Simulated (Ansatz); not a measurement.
What biaxial strain +3.00 %, plane normal [001], relaxed out of plane does to SnO2

Take SnO2 in the rutile structure (space group P4_2/mnm, No. 136; a = 4.7692 Å, c = 3.2120 Å) as the base. Axes: x, y, z lie along a, b, c of the conventional cell.

Modification: biaxial strain +3.00 %, plane normal [001], relaxed out of plane (Cartesian); in-plane vectors clamped, the third vector and the atoms free.

Level of theory: PBEsol/PAW in Ansatz (a first-principles code), no spin-orbit coupling. Γ-centred 7×7×10 mesh, Fermi–Dirac width 0.05 eV.

```csv
quantity,base,changed,shift
volume per atom,12.18 Å³,12.68 Å³,+0.50 Å³
shortest interatomic distance,2.066 Å,2.069 Å,+0.0037 Å
"pressure (mean of the normal stresses, compression positive)",0.00 GPa,-5.10 GPa,-5.10 GPa
band gap,0.92 eV,0.69 eV,-0.224 eV
gap character,direct at Γ,direct at Γ,–
width of the top valence band,1.24 eV,1.19 eV,-0.05 eV
electron mass,"0.17 mₑ along c, 0.19 mₑ across (at Γ)","0.16 mₑ out of plane, 0.19 mₑ in plane (at Γ)",–
"valence-band top at Γ (three highest levels, from the VBM)","0.00, -0.77, -0.77 eV","0.00, -0.80, -0.80 eV",–
out-of-plane strain,–,-1.88 %,–
ratio −ε⊥/ε∥,–,0.63,–
mean in-plane stress (compression positive),–,-7.7 GPa,–
```

Masses are band curvatures over ±0.01 Å⁻¹ around the edge. Semilocal Kohn–Sham gaps tend to fall short of experiment. Whether these cells are dynamically stable was not tested.
